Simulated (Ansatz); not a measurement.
Take BeS in the zinc blende structure (space group F-43m, No. 216; a = 4.838 Å) as the base. Axes: x, y, z lie along the cube axes.

Levels (all Ansatz, a program for electronic structure, PAW): PBEsol (420 eV, no SOC); r2SCAN (500 eV, scalar-relativistic without spin-orbit coupling).

Its gap is 2.91 eV with PBEsol and 3.55 eV with r2SCAN.

Now apply this change: the symmetric strain tensor [-0.0022 -0.0133 0.0045; -0.0133 -0.0067 0.0095; 0.0045 0.0095 -0.0168], atoms relaxed at fixed cell.

With PBEsol the gap becomes 2.60 eV.

**Question.** If the r2SCAN correction stayed the same, what would the r2SCAN gap be, and what does the r2SCAN run give?

**Answer.** A rigid correction of +0.64 eV gives 3.24 eV. The r2SCAN run gives 3.22 eV, so the two effects roughly add.

Single points use the geometry relaxed with PBEsol. Whether these cells are dynamically stable was not tested.
